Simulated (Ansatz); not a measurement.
Consider Hf (space group P6/mmm, No. 191; a = 4.919 Å, c = 3.061 Å; a cell from a computed database, its experimental status unchecked).

Calculations: PBEsol, PAW, 420 eV (Ansatz, a program for electronic structure; no spin-orbit coupling).

Base values:

The shortest interatomic distance is 2.840 Å.

Modification: every Hf is replaced by Zr, then cell and atoms are relaxed.

Tabulated Pauling electronegativity and covalent radius: Hf 1.30, 1.75 Å; Zr 1.33, 1.75 Å.

Problem. What happens to the shortest interatomic distance?

Solution. The shortest interatomic distance grows by 0.031 Å to 2.871 Å.

No phonon test of stability was made. For Zr in this form, whether it has been made was not checked. The final runs are not spin-polarised. This is not the structure that Zr has at room temperature and ambient pressure. This is not the structure that Hf has at room temperature and ambient pressure.
